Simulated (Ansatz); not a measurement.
## PrPt₂ (Fd-3m, No. 227)

Calculation: LDA (Ansatz, a program for electronic structure, plane waves, PAW).

Settings: plane-wave cutoff 500 eV, 12×12×12 k mesh, Fermi–Dirac smearing 0.1 eV, spin-polarised start, scalar-relativistic PAW data made under PBE.

Cell: relaxed at this level.

```json
{
 "volume_per_atom": "18.26 Å³/atom",
 "lattice_constant_a": "7.596 Å",
 "band_gap": "none"
}
```

Note: the magnetic order was assumed, not searched for or taken from measurement; the 4f shell is treated without U or exact exchange, so its levels and filling can be wrong.

Spin–orbit coupling is not included.

Static lattice: no zero-point or thermal effects.

Computing time: very roughly 13 core-minutes.
